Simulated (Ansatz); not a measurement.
Seebeck coefficient (μV/K, mean over directions) of p-type YN (Fm-3m) against carrier density, r2SCAN with spin-orbit coupling, rigid bands (Ansatz, a first-principles code). Computed gap 0.56 eV; densities at which minority carriers matter at this gap, or further valleys turn the trend, are left out. Conductivity mass 0.59 mₑ (harmonic mean over directions), N_v = 2.4e19 cm⁻³ at 300 K.

| hole density | 300 K | 500 K |
|---|---|---|
| 1e18 cm⁻³ | [?] | 593 |
| 3e18 cm⁻³ | 415 | 498 |
| 1e19 cm⁻³ | 315 | 396 |
| 3e19 cm⁻³ | 230 | [?] |
| 1e20 cm⁻³ | 150 | 211 |
| 3e20 cm⁻³ | 89 | 137 |
| 1e21 cm⁻³ | 46 | 80 |

Some entries are withheld; supply them.


- 1e18 cm⁻³, 300 K: 509
- 3e19 cm⁻³, 500 K: 305

Rigid bands with a gap fixed in temperature, one relaxation time for all states, no polarons or phonon drag, and whether or not such doping can be reached.
